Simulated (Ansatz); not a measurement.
Consider this model of amorphous La₆Nb₁₂O₃₉.

```xyz
57
Lattice="9.3709 -0.5075 -0.1549 -0.5075 9.6652 -0.5931 -0.1549 -0.5931 9.5540" Properties=species:S:1:pos:R:3 pbc="T T T"
La     3.1235     7.9069     8.0241
La     7.4472     6.5073     6.1212
La     7.9272    -0.3158     3.4929
La     7.5969    -0.0852     9.0721
La     7.6203     4.0201     2.7376
La     0.9329     1.0892     6.6528
Nb     4.8486    -0.1818     5.9185
Nb     5.5000     3.2962     8.9827
Nb     5.0577     1.2745     2.2671
Nb     4.6298     6.4047     4.0492
Nb     2.8328     4.4556     6.6758
Nb     0.6272     4.0122    -0.1871
Nb     1.7033     0.8190     1.1391
Nb     5.8324     7.1664     0.6994
Nb     1.2189     7.7386     3.8847
Nb    -0.3179     7.6311     0.4722
Nb     7.4292     2.4425     6.1831
Nb     2.2066     3.7646     3.1146
O      8.5916     2.8550     0.6749
O      0.0741     5.8855    -0.1488
O      5.6881     8.0931     4.5765
O      3.0908     7.8371     4.5202
O      5.7466     1.5410     6.0144
O      3.1963     0.0495     6.8019
O      4.2640     2.8746     2.5150
O      1.1124     8.6332    -0.3969
O      0.5290     4.3710     3.2841
O      0.9418    -0.2723     4.5829
O      2.0024     4.0671     1.0197
O      8.2143     8.5926     6.5796
O      7.7394     3.9737     5.2399
O      4.7465     0.3635     3.8462
O      1.0717     1.2152     9.2194
O      5.8634     9.1239     0.7680
O      7.4116     6.8293     8.6770
O      7.6528     7.0566     1.7199
O      4.6911     7.0979     2.1196
O      8.4421     1.7911     7.6694
O      2.0324     6.0285     7.0998
O      4.6223     6.3257     8.7626
O      6.3052     5.6633     3.8791
O      6.1245     5.0186     0.8446
O      3.1586     5.3834     3.2848
O      2.4886     3.4283     5.0736
O      6.6993     3.7442     7.6706
O     -0.0010     6.8211     4.8767
O      1.3385     3.4081     7.5484
O      6.8752     1.7486     2.6992
O      0.9615     7.3969     2.0807
O      9.2930    -0.3748     1.4668
O      4.3140     5.5008     5.7477
O      1.7841     1.8234     2.6981
O      3.9008     3.6023     8.0379
O      3.6252     0.4390     1.0232
O      5.0882     8.8431     6.9576
O      8.4862     1.3056     5.0646
O      5.8063     2.1386     0.0029
```

The numbers are results of PBE, scalar-relativistic without spin-orbit coupling (plane waves to 420 eV, PAW; Ansatz, a quantum-chemistry and plane-wave program), not measurements.

The cell was made by melting and quenching with the CHGNet potential and then relaxed with DFT. O atoms were pushed apart under 1.9 Å during the dynamics, to hinder bonds among them. The hot cell started wider than the set density and was brought back towards it in steps. It is the lowest in DFT energy of 2 quenches. It is a model cell: composition and starting density were chosen by hand, and all elements were melted together. No dispersion term was used. Its density started from a set value of 5.28 and ended at 4.97 g/cm³. The simulated quench (nominally 360 K/ps over its main leg) is rapid and tends to freeze in more defects than a deposited or slowly cooled glass has. Values belong to this one cell and scatter from quench to quench. Volume and shape were free in the relaxation.

Neighbours within La-La 3.96 Å, La-Nb 3.54 Å, La-O 3.04 Å, Nb-Nb 3.12 Å, Nb-O 2.64 Å, O-O 1.58 Å count as bonded. Two cations that share two anions don't count as bonded, nor two that share one unless they lie closer than La-La 3.85 Å, La-Nb 3.45 Å, Nb-Nb 3.04 Å.

**Question.** Give the coordination numbers, mean bond lengths and angles.

**Answer.** 
```json
{
  "Mean coordination of La by anions": "6.83 (3 with 6, 2 with 7, 1 with 9)",
  "Mean coordination of Nb by anions": "5.42 (2 with 4, 3 with 5, 7 with 6)",
  "Mean coordination of O": "2.72 (17 with 2, 16 with 3, 6 with 4)",
  "Mean Nb-O bond": "1.994 Å (spread 0.165 Å, 65 counted)",
  "Mean La-O bond": "2.531 Å (spread 0.148 Å, 41 counted)",
  "Bond angle at La": "mean 100.3°, spread 30.0°",
  "Bond angle at Nb": "mean 105.1°, spread 28.3°",
  "Bond angle at O": "mean 118.4°, spread 18.2°"
}
```

**Question.** List the pairs of like atoms that count as bonded by the rules above.

**Answer.** There are none by these rules.
